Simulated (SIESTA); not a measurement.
**Sensitivity of a calculation on NiP₄ (C2/c, 20 atoms in the cell) to its settings**

```xyz
20
Lattice="2.6623 -5.4224 0.0000 2.6623 5.4224 0.0000 -0.6628 0.0000 11.5695" Properties=species:S:1:pos:R:3 pbc="T T T"
Ni     1.3311     2.7112     0.0000
Ni     0.9997    -2.7112     5.7848
Ni     2.4965     4.5448     2.8924
Ni     2.1651    -4.5448     8.6771
P      1.1291     2.5750     9.1322
P      3.5326    -2.5750     2.4374
P      3.2012     2.5750     8.2221
P      1.4605    -2.5750     3.3474
P      1.4439     0.7391     3.2996
P      3.2178    -0.7391     8.2699
P      3.5492     0.7391     2.4851
P      1.1125    -0.7391     9.0844
P      2.0054     1.0618     5.5150
P      2.6563    -1.0618     6.0546
P      2.9877     1.0618     0.2698
P      1.6740    -1.0618    11.2997
P      2.1250     4.3942     5.2331
P      2.5367    -4.3942     6.3364
P      2.8681     4.3942     0.5516
P      1.7936    -4.3942    11.0179
```

Base run A: GGA PBEsol, numerical atomic orbitals TZP, PseudoDojo PBEsol standard norm-conserving potentials (rewritten from UPF to PSML) in SIESTA 5.4.2, self-consistent single point.

Its settings: XC.functional = GGA; XC.authors = PBEsol; potentials = PseudoDojo PBEsol standard; PAO.BasisSize = TZP; PAO.EnergyShift = 0.005 Ry; MeshCutoff = 300 Ry; kgrid.MonkhorstPack = 7 7 3; OccupationFunction = MP; OccupationMPOrder = 0; ElectronicTemperature = 0.2 eV; MaxSCFIterations = 150; SCF.Mixer.Method = Pulay; SCF.Mixer.Weight = 0.25; SCF.Mixer.History = 8; SCF.DM.Tolerance = 1.0E-04.

The starting cell comes from a database of computed structures (which also holds hypothetical and non-ambient phases and stackings), without a prior relaxation at this level. Its lattice was rescaled by a random factor within 2.5 % of one. Spin polarisation is off, so a magnetic state, if there is one, cannot be reached. Values carry the incompleteness of an atom-centred basis. In the base run, with a pressure of about -10 GPa the cell is away from its equilibrium volume at this level.

ΔF is the free energy per atom less that of run A. 

Runs:
- B: kgrid.MonkhorstPack: 7 7 3 → 6 6 3
- C: kgrid.MonkhorstPack: 7 7 3 → 5 5 2; ElectronicTemperature: 0.2 eV → 0.1 eV
- D: ElectronicTemperature: 0.2 eV → 0.3 eV
- E: SCF.DM.Tolerance: 1.0E-04 → default; SCF.DM.Converge: default → false; SCF.H.Converge: default → false; SCF.FreeE.Converge: default → true; SCF.FreeE.Tolerance: default → 1.0E-06 eV
- F: MaxSCFIterations: 150 → 300; SCF.Mixer.Weight: 0.25 → 0.01
- G: PAO.SplitNorm: default → 0.3
- H: PAO.EnergyShift: 0.005 Ry → 0.05 Ry

```csv
run,ΔF (meV/atom),pressure (GPa),largest force (eV/Å),k-points
A,0.00,-9.84,0.558,74
B,-0.47,-9.85,0.545,60
C,2.4,-9.77,0.582,28
D,-5.9,-9.82,0.547,74
E,0.00,-9.84,0.558,74
F,0.00,-9.84,0.557,74
G,0.07,-9.99,0.514,74
H,2079.8,-35.76,1.595,74
```

Run B against A: The free energy stays essentially unchanged (within 1 meV/atom), the pressure moves little (-9.84 to -9.85 GPa) and the largest force goes from 0.558 to 0.545 eV/Å.

Run D against A: The free energy drops by 5.9 meV/atom, the pressure hardly changes (-9.84 to -9.82 GPa) and the largest force goes from 0.558 to 0.547 eV/Å.

Run C against A: The free energy rises by 2.4 meV/atom, the pressure hardly changes (-9.84 to -9.77 GPa) and the largest force goes from 0.558 to 0.582 eV/Å.
